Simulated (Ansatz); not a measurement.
The parent structure is Au in the fcc (Cu type) structure (space group Fm-3m, No. 225; a = 4.083 Å; relaxed with 0.1 eV smearing). Axes: x, y, z lie along the cube axes.

The values are results of Ansatz (a program for electronic structure), PBEsol, PAW, cutoff 420 eV, scalar-relativistic without spin-orbit coupling, not measurements.

Before the change:

The shortest interatomic distance is 2.887 Å and the pressure comes out as 0.0 GPa.

Now apply this change: tensor shear ε_xy = +2.00 % (engineering shear γ = 0.0400); the atoms relax in the strained cell.

### Question
Estimate the effect on the shortest interatomic distance, energy relative to the base and pressure.

### Answer
The shortest interatomic distance shrinks by 0.058 Å to 2.829 Å; the energy increases by 3.1 meV/atom; the pressure (mean of the normal stresses, compression positive) goes from zero to 0.3 GPa.

No phonon test of stability was made.
